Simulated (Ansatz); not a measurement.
**InSb: response to strain**

Base system: InSb in the zinc blende structure (space group F-43m, No. 216; a = 6.556 Å). Axes: x, y, z lie along the cube axes.

Strains are applied to the cell and any free atomic positions relax; under biaxial strain the out-of-plane vector relaxes too.

Method: r2SCAN/PAW in Ansatz (a first-principles code), scalar-relativistic without spin-orbit coupling.

Notes on the quantities. energy relative to the base: free energy F; pressure: mean of the normal stresses, compression positive.

| variant | energy relative to the base | volume per atom | pressure | band gap |
|---|---|---|---|---|
| base | 0 meV/atom | 35.23 Å³ | 0.0 GPa | zero |
| biaxial strain +0.42 %, plane normal [111], relaxed out of plane | +0.4 meV/atom | 35.44 Å³ | -0.3 GPa | zero |
| biaxial strain +0.83 %, plane normal [111], relaxed out of plane | +1.4 meV/atom | 35.64 Å³ | -0.5 GPa | zero |
| biaxial strain +1.25 %, plane normal [111], relaxed out of plane | ___ | 35.86 Å³ | -0.7 GPa | zero |
| biaxial strain +1.67 %, plane normal [111], relaxed out of plane | +5.5 meV/atom | 36.07 Å³ | ___ | 0.05 eV |
| biaxial strain +2.08 %, plane normal [111], relaxed out of plane | +8.4 meV/atom | 36.28 Å³ | -1.2 GPa | 0.06 eV |
| biaxial strain +2.50 %, plane normal [111], relaxed out of plane | +12 meV/atom | 36.50 Å³ | -1.4 GPa | 0.07 eV |

Some entries are withheld; estimate them.


- biaxial strain +1.25 %, plane normal [111], relaxed out of plane, energy relative to the base: +3.1 meV/atom
- biaxial strain +1.67 %, plane normal [111], relaxed out of plane, pressure: -1.0 GPa

Spin-orbit coupling, missing from the scalar runs, can matter with Sb. No phonon test of stability was made. The final runs are not spin-polarised. Gaps under 0.05 eV, about the width of the smearing, are given as zero. The zero or small gap of InSb can change with the level of theory.
